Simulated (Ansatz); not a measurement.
# SiO2, response to strain

Start from SiO2 in the rutile structure (space group P4_2/mnm, No. 136).

```cif
data_O4Si2
_chemical_formula_sum 'Si2 O4'
_space_group_name_H-M_alt 'P42/mnm'
_space_group_IT_number 136
_space_group_name_Hall '-P 4n 2n'
_cell_length_a 4.19450
_cell_length_b 4.19450
_cell_length_c 2.67848
_cell_angle_alpha 90.000
_cell_angle_beta 90.000
_cell_angle_gamma 90.000
loop_
_atom_site_label
_atom_site_type_symbol
_atom_site_symmetry_multiplicity
_atom_site_Wyckoff_symbol
_atom_site_fract_x
_atom_site_fract_y
_atom_site_fract_z
_atom_site_occupancy
Si1 Si 2 a 0.00000 0.00000 0.00000 1
O1 O 4 f 0.30606 0.30606 0.00000 1
```

Strains are applied to the cell and any free atomic positions relax.

The values are results of PBEsol/PAW in Ansatz (an electronic-structure program), no spin-orbit coupling, not measurements.

Notes on the quantities. energy relative to the base: free energy F.

```json
[
 {"isotropic strain (%)": "0", "energy relative to the base (meV/atom)": "0.0"},
 {"isotropic strain (%)": "0.6", "energy relative to the base (meV/atom)": "?"},
 {"isotropic strain (%)": "1.2", "energy relative to the base (meV/atom)": "9.1"},
 {"isotropic strain (%)": "1.8", "energy relative to the base (meV/atom)": "20.0"},
 {"isotropic strain (%)": "2.4", "energy relative to the base (meV/atom)": "34.9"},
 {"isotropic strain (%)": "3", "energy relative to the base (meV/atom)": "53.5"}
]
```

Q: Fit ΔE = Aε² + Bε³ (ε in %) to the rows shown and predict the withheld row.

A: Least squares on the printed values gives A = 6.53 and B = -0.19 meV/atom (largest residual 0.0 meV/atom); this predicts 2.3 meV/atom, and the run gives 2.3 meV/atom, in agreement.

Stability against distortions was not tested.
